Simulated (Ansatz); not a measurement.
V_Si+N_C+N_C in 4H silicon carbide (start: the Si(k) site; C(h) 1.89 Å away; C(k) 1.90 Å away, along c; 96-site cell, 2×2×2 shifted sampling). These are PBE, PAW (plane waves to 420 eV; Ansatz, a quantum-chemistry and plane-wave program) values and carry that method's errors. Total energies of the localised charge states, counted from that of charge 0, and their image corrections (point charge with alignment); the host's valence-band maximum lies at 9.362 eV on the cells' energy zero and its gap is 2.23 eV.

| charge | moment (μB) | E − E(first) (eV) | correction (eV) |
|---|---|---|---|
| 0 | 0 in all, 0.32 on one atom | 0.000 | 0.000 |
| −1 | 1.0 | 9.934 | 0.405 |

Derive the transition levels above the valence-band maximum and say which of them are thermodynamic.

A level is the Fermi energy at which two charges have equal formation energy: ε(q/q′) = [E(q′) + corr(q′) − E(q) − corr(q)] / (q − q′) − E_VBM.
ε(0/−1) = [(9.934 + 0.405) − (0.000 + 0.000)] / 1 − 9.362 = 0.98 eV
Thermodynamic levels at least 0.1 eV inside the gap: (0/−1) at 0.98 eV. They hold to tenths of an eV in this cell. Charges with a result: +1, 0, −1. Others weren't obtained, and one of them could lie lower, also by skipping a charge. At charge +1 the carrier sat in host band states, shallow at most. The geometries come from one start. Flagged in the runs: a host whose relaxation on this sampling wasn't shown to rest.
